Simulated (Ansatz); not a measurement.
**Pressure series in Se**

Base system: Se (space group P3_121, No. 152; made of chains).

```yaml
crystal:
  lattice:
    - [4.50658, 0.00000, 0.00000]
    - [-2.25329, 3.90281, 0.00000]
    - [0.00000, 0.00000, 4.98884]
  atoms:
    - { symbol: Se, position: [0.21689, 0.00000, 0.83333] }
    - { symbol: Se, position: [0.00000, 0.21689, 0.16667] }
    - { symbol: Se, position: [0.78311, 0.78311, 0.50000] }
```

Cell and atoms are relaxed at each pressure.

The values are results of r2SCAN (Ansatz, a quantum-chemistry and plane-wave program), no spin-orbit coupling, earlier PAW set, not measurements.

Computed cases, in order: 0 GPa (base); pressure 0.9 GPa; pressure 2.1 GPa; pressure 4.5 GPa; pressure 9 GPa; pressure 22.5 GPa; pressure 30 GPa.

Q: Between which two neighbouring cases does the band gap open or close?

A: Between pressure 9 GPa (0.33 eV) and pressure 22.5 GPa (zero). The whole series: 0 GPa (base): 1.33 eV; pressure 0.9 GPa: 1.13 eV; pressure 2.1 GPa: 0.94 eV; pressure 4.5 GPa: 0.65 eV; pressure 9 GPa: 0.33 eV; pressure 22.5 GPa: zero; pressure 30 GPa: zero.

The mesh was chosen for an insulator and is coarse for the gapless case. From pressure 9 GPa on, the axis ratios lie over 15 % from the base's, so the cell there is far from its starting form. Load acts through the strain it causes; cell and atoms are relaxed under it. Stability against distortions was not tested. Competing high-pressure phases were not computed. No dispersion term is included, though the crystal is made of layers, chains or molecules, so its spacings can come out too wide. A zero or small gap of Se under pressure 22.5 GPa and Se under pressure 30 GPa can be the functional's error rather than a property of the material.
